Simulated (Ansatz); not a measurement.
Density of states of BN (F-43m) below the valence band maximum, PBE, rigid bands run with Ansatz (a program for electronic structure); cell volume 11.7 Å³.

| energy from edge (eV) | 10⁻³ states/eV/cell |
|---|---|
| 0.006 | 21.1 |
| 0.031 | 49.6 |
| 0.056 | 65.6 |
| 0.081 | 77.6 |
| 0.106 | 88.6 |
| 0.131 | 98.2 |
| 0.156 | 107 |
| 0.181 | 115 |
| 0.206 | 124 |
| 0.231 | 132 |
| 0.256 | 139 |
| 0.281 | 146 |
| 0.319 | 156 |
| 0.344 | 163 |
| 0.369 | 169 |
| 0.394 | 175 |
| 0.419 | 181 |
| 0.444 | 187 |
| 0.469 | 193 |
| 0.494 | 199 |
| 0.519 | 205 |
| 0.544 | 210 |
| 0.569 | 217 |
| 0.594 | 223 |

### Question
What effective density of states at 300 K does this give (∫ g(E) exp(−E/k_BT) dE, both spins, divided by the cell's size)?

### Answer
8.8e19 cm⁻³, a density-of-states mass of 2.3 mₑ, valleys and band degeneracy included.

Spin-orbit coupling is left out. Geometry: cell and atoms relaxed with PBEsol.
